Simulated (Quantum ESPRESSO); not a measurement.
# A series of runs on Co5NiN4 (Pmmn, 20 atoms in the cell)

```cif
data_Co10N8Ni2
_chemical_formula_sum 'Co10 Ni2 N8'
_space_group_name_H-M_alt 'Pmmn :1'
_space_group_IT_number 59
_space_group_name_Hall 'P 2 2ab -1ab'
_cell_length_a 5.78271
_cell_length_b 7.24215
_cell_length_c 4.44811
_cell_angle_alpha 90.000
_cell_angle_beta 90.000
_cell_angle_gamma 90.000
loop_
_space_group_symop_operation_xyz
  'x, y, z'
  '-x, -y, z'
  'x+1/2, -y+1/2, -z'
  '-x+1/2, y+1/2, -z'
  '-x+1/2, -y+1/2, -z'
  'x+1/2, y+1/2, -z'
  '-x, y, z'
  'x, -y, z'
loop_
_atom_site_label
_atom_site_type_symbol
_atom_site_symmetry_multiplicity
_atom_site_Wyckoff_symbol
_atom_site_fract_x
_atom_site_fract_y
_atom_site_fract_z
_atom_site_occupancy
Co1 Co 8 g 0.22542 0.17539 0.25797 1
Co2 Co 2 a 0.00000 0.00000 0.75075 1
Ni1 Ni 2 b 0.00000 0.50000 0.32666 1
N1 N 4 f 0.23098 0.50000 0.02121 1
N2 N 4 e 0.00000 0.24873 0.55480 1
```

Base run A: Quantum ESPRESSO with PBEsol, SSSP 1.1.2 efficiency (PBE) pseudopotentials, self-consistent single point.

Its settings: ecutwfc = 50 Ry; ecutrho = 400 Ry; occupations = smearing; smearing = mp; degauss = 0.019992 Ry; input_dft = pbesol; potentials = {Co: Co_pbe_v1.2.uspp.F.UPF, Ni: ni_pbe_v1.4.uspp.F.UPF, N: N.pbe-n-radius_5.UPF}; K_POINTS = automatic 3 3 4 1 1 1; conv_thr = 1e-10 Ry.

The starting cell comes from a database of computed structures (which also holds hypothetical and non-ambient phases and stackings), without a prior relaxation at this level. Spin polarisation is off, so a magnetic state, if there is one, cannot be reached. In the base run, with a pressure of about -11 GPa the cell is away from its equilibrium volume at this level. Without a gap this mesh is coarse (it stands for a supercell whose shortest vector is 17 Å).

Absolute energies have different zeros for different potentials, functionals, Hubbard and dispersion terms and are not compared across them.

Run A gave: pressure (GPa) -11.23; largest force (eV/Å) 0.258.

Runs:
- B: input_dft: pbesol → default; pseudopotentials: {Co: Co_pbe_v1.2.uspp.F.UPF, Ni: ni_pbe_v1.4.uspp.F.UPF, N: N.pbe-n-radius_5.UPF} → {Co: co_lda_v1.2.uspp.F.UPF, Ni: ni_lda_v1.4.uspp.F.UPF, N: n_lda_v1.2.uspp.F.UPF} [LDA (PZ)]
- C: input_dft: pbesol → rpbe [RPBE]
- D: input_dft: pbesol → revpbe [revPBE]
- E: input_dft: pbesol → blyp [BLYP]
- F: input_dft: pbesol → wc [Wu-Cohen GGA]
- G: input_dft: pbesol → pw91 [PW91]
- H: input_dft: pbesol → vdw-df2 [vdW-DF2]
- I: input_dft: pbesol → vdw-df-cx [vdW-DF-cx]
- J: input_dft: pbesol → rvv10 [rVV10]

### Question
What does run F change against A?

### Answer
The pressure goes from -11.23 to -9.73 GPa and the largest force goes from 0.258 to 0.244 eV/Å.

### Question
What does run C change against A?

### Answer
The pressure goes from -11.23 to 3.89 GPa and the largest force goes from 0.258 to 0.150 eV/Å.

```
run  pressure (GPa)  largest force (eV/Å)
---  --------------  --------------------
A            -11.23                 0.258
B            -18.20                 0.397
C              3.89                 0.150
D              2.47                 0.149
E             10.36                 0.244
F             -9.73                 0.244
G             -1.20                 0.195
H             18.28                 0.355
I             -9.40                 0.179
J              5.81                 0.208
```
